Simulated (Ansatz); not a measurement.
Base system: BN in the zinc blende structure (space group F-43m, No. 216; a = 3.6097 Å). Axes: x, y, z lie along the cube axes.

All numbers come from r2SCAN (Ansatz, a program for electronic structure; PAW; 500 eV plane waves; no spin-orbit coupling).

Modification: a pure shear with ε_xy = ε_yx = 0.0086; the atoms relax in the strained cell.

Task: Predict the stress tensor and what it implies for the stiffness.

Result: Stress of the strained cell less that of the base (GPa, compression positive):
```
   0.19   -8.04    0.00
  -8.04    0.19    0.00
   0.00    0.00    0.03
```

Then −Δσ/γ with γ = 2ε = 0.0172 gives relaxed-ion elastic constants: C66 ≈ 468 GPa.

Stability against distortions was not tested.
